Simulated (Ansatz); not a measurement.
Results of LDA (Ansatz, a program for electronic structure, plane waves, PAW) for BN (model structure, started from the HgO type, P6/mmm, No. 191, 6 atoms in the cell).

Numerical settings: plane-wave cutoff 520 eV, 12×12×6 k mesh (along the axes of the cell as run), Fermi–Dirac smearing 0.01 eV, scalar-relativistic PAW data made under PBE.

Cell (relaxed at this level):

```
CELL_PARAMETERS angstrom
      3.65868     0.00000     0.00000
     -1.82934     3.16851     0.00000
      0.00000     0.00000     7.81601
ATOMIC_POSITIONS crystal
  B  0.00001 0.00001 0.50000
  B  0.99999 0.00000 0.83333
  B  0.00000 0.99999 0.16667
  N  0.99999 0.99999 0.00000
  N  0.00001 0.00000 0.33333
  N  0.00000 0.00001 0.66667
```

### Question
Estimate the band gap, smallest direct gap on the k points sampled and direct gap at Γ that the calculation returns.

### Answer

- band gap: 2.27 eV (indirect)
- smallest direct gap on the k points sampled: 2.46 eV
- direct gap at Γ: 4.95 eV

Note: the relaxation could raise the start's symmetry but not lower it, so the cell can be a saddle point.

Computed values are for the static lattice.

A model structure was made by putting elements into a prototype or built by hand; it is no filed structure, need not be a known phase, and can be a saddle point held by its symmetry.
